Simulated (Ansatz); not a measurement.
ZnS: element substitutions

Consider ZnS in the zinc blende structure (space group F-43m, No. 216).

```
CELL_PARAMETERS angstrom
      0.00000     2.67846     2.67846
      2.67846     0.00000     2.67846
      2.67846     2.67846     0.00000
ATOMIC_POSITIONS crystal
  S  0.75000 0.75000 0.75000
  Zn 0.00000 0.00000 0.00000
```

Each row replaces one element on all its sites; cell and atoms are relaxed.

All numbers come from PBEsol, PAW, 420 eV (Ansatz, a quantum-chemistry and plane-wave program; spin-orbit coupling left out), earlier PAW set.

```json
[
 {"variant": "base", "density": "4.21 g/cm³", "shortest interatomic distance": "2.320 Å"},
 {"variant": "Zn → Ge", "density": "…", "shortest interatomic distance": "…"},
 {"variant": "S → Cl", "density": "3.10 g/cm³", "shortest interatomic distance": "2.598 Å"},
 {"variant": "S → Pd", "density": "6.73 g/cm³", "shortest interatomic distance": "2.396 Å"}
]
```

Complete the table.


- Zn → Ge, density: 3.24 g/cm³
- Zn → Ge, shortest interatomic distance: 2.593 Å

Stability against distortions was not tested. As relaxed here, GeS, ZnCl and ZnPd are hypothetical phases, not in the database extracts checked. The final runs are not spin-polarised. An odd electron count without spin: ZnCl.
